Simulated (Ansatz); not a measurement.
We consider ZnS (R3m, No. 160, 36 atoms in the cell; start mp-1196782; a measured phase of this formula has another space group), described by r²SCAN+rVV10 in Ansatz (plane waves, PAW).

Numerical settings: plane-wave cutoff 560 eV, 8×8×8 k mesh, Fermi–Dirac smearing 0.01 eV, scalar-relativistic PAW data made under PBE.

Cell (relaxed at this level):

```
ZnS
1.0
    1.89770     1.09564    55.81593
   -1.89770     1.09564    55.81593
    0.00000    -2.19127    55.81593
Zn S
18 18
Direct
  0.99997   0.99997   0.99997
  0.94444   0.94444   0.94444
  0.88890   0.88890   0.88890
  0.83336   0.83336   0.83336
  0.77780   0.77780   0.77780
  0.72223   0.72223   0.72223
  0.64813   0.64813   0.64813
  0.59259   0.59259   0.59259
  0.53705   0.53705   0.53705
  0.48151   0.48151   0.48151
  0.40741   0.40741   0.40741
  0.35185   0.35185   0.35185
  0.29628   0.29628   0.29628
  0.24074   0.24074   0.24074
  0.18521   0.18521   0.18521
  0.12967   0.12967   0.12967
  0.09258   0.09258   0.09258
  0.03705   0.03705   0.03705
  0.98609   0.98609   0.98609
  0.93055   0.93055   0.93055
  0.87502   0.87502   0.87502
  0.81948   0.81948   0.81948
  0.76389   0.76389   0.76389
  0.70835   0.70835   0.70835
  0.63425   0.63425   0.63425
  0.57871   0.57871   0.57871
  0.52317   0.52317   0.52317
  0.46763   0.46763   0.46763
  0.39353   0.39353   0.39353
  0.33794   0.33794   0.33794
  0.28240   0.28240   0.28240
  0.22686   0.22686   0.22686
  0.17132   0.17132   0.17132
  0.11579   0.11579   0.11579
  0.07871   0.07871   0.07871
  0.02317   0.02317   0.02317
```

Q: What does this level give for the band gap?

A: 
- band gap: 2.71 eV (on the SCF k mesh)

Note: the relaxation could not lower the start's symmetry, so the cell can be a saddle point above a distorted one.

Static lattice: no zero-point or thermal effects.

The result took roughly 4 core-hours.

A start named mp-… is a Materials Project structure, which need not be a measured phase.

Ansatz is a quantum-chemistry and plane-wave program.
